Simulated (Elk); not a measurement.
Worked example: self-consistent single point of CdF2 (Fm-3m, 3 atoms in the cell) in Elk.

Method of the run: PBE, spin-orbit coupling in second variation, all-electron FP-LAPW, Elk's shipped species files, default APW+lo basis run with Elk.

```xyz
3
Lattice="0.0000 2.6950 2.6950 2.6950 0.0000 2.6950 2.6950 2.6950 0.0000" Properties=species:S:1:pos:R:3 pbc="T T T"
Cd     0.0000     0.0000     0.0000
F      1.3475     1.3475     1.3475
F      4.0425     4.0425     4.0425
```

Reference input (self-consistent single point, DFT, PBE, all-electron FP-LAPW, Elk's shipped species files, default APW+lo basis): xctype = 20; rgkmax = 7; stype = 3; swidth = 0.00183747 Ha; ngridk = 7 7 7; rmtscf = 0.9. This run's input differs from it in these lines:

```diff
@@ -6,2 +6,5 @@
 
+spinorb
+  .true.
+
 rgkmax
@@ -11,2 +14,8 @@
   0.9
+
+lmaxi
+  3
+
+nempty
+  10
```

The program printed (abridged):

```
│ Self-consistent loop started │
│ Loop number : 1 │
 total energy                :     -5802.30455188
 total moment                :  -0.3888616887E-20 -0.9842461817E-20  0.5077053363E-20
│ Loop number : 2 │
 total energy                :     -5802.29258636
 total moment                :   0.8468029069E-20 -0.5186754816E-20  0.5007296358E-21
RMS change in Kohn-Sham potential (target) :   0.6466385545     (  0.1000000000E-05)
Absolute change in total energy (target)   :   0.1196552245E-01 (  0.1000000000E-03)
│ Loop number : 3 │
 total energy                :     -5801.83105260
   [... lines left out ...]
 total energy                :     -5796.03399305
 total moment                :   0.3663257248E-21 -0.5305551750E-20  0.1083861902E-20
RMS change in Kohn-Sham potential (target) :   0.1980374725E-06 (  0.1000000000E-05)
Absolute change in total energy (target)   :   0.1830384035E-03 (  0.1000000000E-03)
│ Loop number : 15 │
 total energy                :     -5796.03399370
 total moment                :   0.5517054634E-20  0.8025508739E-20 -0.5095618713E-20
RMS change in Kohn-Sham potential (target) :   0.7432786405E-07 (  0.1000000000E-05)
Absolute change in total energy (target)   :   0.4510028884E-04 (  0.1000000000E-03)
Convergence targets achieved

│ Loop number : 16 │

Energies :
 Fermi                       :     0.576469532604E-01
 xc effective B-field        :    -0.222515283790E-09
 external B-field            :     -0.00000000000
 total energy                :     -5796.03399241
 (external B-field energy excluded from total)

Density of states at Fermi energy :   0.5442581202E-07
 (states/Hartree/unit cell)

Estimated indirect band gap :   0.1171704998
 from k-point     20 to k-point      1
Estimated direct band gap   :   0.1295157303
 at k-point      1

Charges :
 core                        :    34.00000000
 valence                     :    32.00000000
 interstitial                :    2.685011644
 muffin-tins (core leakage)
  species :    1 (Cd)
   atom    1                 :    45.93416804     (  0.9895566791E-03)
  species :    2 (F)
   [... lines left out ...]
  species :    2 (F)
   atom    1                 :  -0.8717524490E-21 -0.4302565068E-20 -0.2138829756E-20
   atom    2                 :  -0.8717524490E-21 -0.4302565068E-20 -0.2138829756E-20
 total in muffin-tins        :  -0.1743748463E-20 -0.8619027801E-20 -0.4284512014E-20
 total moment                :  -0.1742183517E-20 -0.8621596120E-20 -0.4279693929E-20

│ Self-consistent loop stopped │
```

The run converged in 16 iterations. The count includes the last loop, which Elk runs after its targets are met. Against the reference run the gap on the mesh moves little (3.194 to 3.188 eV).

The starting cell has typed, rounded lattice constants, without a prior relaxation at this level. Values depend on the basis (sphere radii, cutoffs, local orbitals), which need not be converged.
